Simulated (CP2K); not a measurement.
A self-consistent single point of TiZn (Pm-3m, 2 atoms in the cell) with CP2K.

Level of theory: PBEsol, GPW, TZVP-MOLOPT-SR-GTH basis, GTH-PBE potentials (GTH_POTENTIALS) (CP2K 2026.2).

The change in words: lattice scaled by 0.98. Reference geometry:
```yaml
crystal:
  lattice:
    - [3.12375, 0.00000, 0.00000]
    - [0.00000, 3.12375, 0.00000]
    - [0.00000, 0.00000, 3.12375]
  atoms:
    - { symbol: Ti, position: [0.50000, 0.50000, 0.50000] }
    - { symbol: Zn, position: [0.00000, 0.00000, 0.00000] }
```

Reference input (self-consistent single point, DFT PBEsol, GPW, TZVP-MOLOPT-SR-GTH basis, GTH-PBE potentials (GTH_POTENTIALS)): CUTOFF = 600 Ry; REL_CUTOFF = 60 Ry; SMEAR/METHOD = FERMI_DIRAC; ELECTRONIC_TEMPERATURE = 1160.45 K; KPOINTS/SCHEME = MONKHORST-PACK 7 7 7; XC_FUNCTIONAL = PBE:PBESOL; Ti/BASIS_SET = TZVP-MOLOPT-SR-GTH-q12; Ti/POTENTIAL = GTH-PBE-q12; Zn/BASIS_SET = TZVP-MOLOPT-SR-GTH-q12; Zn/POTENTIAL = GTH-PBE-q12; METHOD = GPW; EPS_DEFAULT = 1e-10. This run's input differs from it in these lines:

```diff
@@ -65,5 +65,5 @@
     &CELL
-      A 3.12375000 0.00000000 0.00000000
-      B 0.00000000 3.12375000 0.00000000
-      C 0.00000000 0.00000000 3.12375000
+      A 3.06127500 0.00000000 0.00000000
+      B 0.00000000 3.06127500 0.00000000
+      C 0.00000000 0.00000000 3.06127500
       PERIODIC XYZ
```

Output, abridged:

```
 SCF WAVEFUNCTION OPTIMIZATION

  Step     Update method      Time    Convergence         Total energy    Change
     1 NoMix/Diag. 0.30E+00      -     1.11272819      -118.9135157721 -1.19E+02
     2 Broy./Diag. 0.30E+00      -     0.19920789      -119.5365847362 -6.23E-01
     3 Broy./Diag. 0.30E+00      -     0.05360191      -118.8592725358  6.77E-01
     4 Broy./Diag. 0.30E+00      -     0.01752060      -118.5603039879  2.99E-01
     5 Broy./Diag. 0.30E+00      -     0.01820845      -118.4924683495  6.78E-02
     6 Broy./Diag. 0.30E+00      -     0.00130564      -118.4983529198 -5.88E-03
   [... 2 lines left out ...]
     9 Broy./Diag. 0.30E+00      -     0.00001991      -118.5032528303  5.97E-04
    10 Broy./Diag. 0.30E+00      -     0.00002485      -118.5032575126 -4.68E-06
    11 Broy./Diag. 0.30E+00      -     0.00000146      -118.5032976756 -4.02E-05
    12 Broy./Diag. 0.30E+00      -     0.00000011      -118.5032995780 -1.90E-06
  *** SCF run converged in    12 steps ***

  Overlap energy of the core charge distribution:               0.00000000000085
  Self energy of the core charge distribution:               -186.54937313591449
  Core Hamiltonian energy:                                     52.50743669282478
  Hartree energy:                                              31.64350415753501
  Exchange-correlation energy:                                -16.10374588559087
  Electronic entropic energy:                                  -0.00112140678295
  Fermi energy:                                                 0.36106761934031

  Total energy:                                              -118.50329957801883
  Total energy (extrapolated to T->0):                       -118.50273887462735

                     Mulliken Population Analysis

   [... lines left out ...]

 STRESS| Analytical stress tensor [bar]
 STRESS|                        x                   y                   z
 STRESS|      x        6.11188111908E+04   1.41182416921E-02   1.41182413559E-02
 STRESS|      y        1.41182416921E-02   6.11188164454E+04   1.41182372146E-02
 STRESS|      z        1.41182413559E-02   1.41182372146E-02   6.11188052777E+04
 STRESS| 1/3 Trace                                             6.11188109713E+04
```

The run converged in 12 iterations. Against the reference run the free energy rises by 10.9 meV/atom and the pressure goes from -2.05 to 6.11 GPa.

The starting cell comes from a database of computed structures (which also holds hypothetical and non-ambient phases and stackings), without a prior relaxation at this level. For this run, on top of that: lattice scaled by 0.98. Spin polarisation is off. Values carry the incompleteness of an atom-centred basis. The potentials were made for another functional than the one used. With a pressure of about 6 GPa the cell is away from its equilibrium volume at this level.

Cost on one core of a shared machine: roughly 40 s.
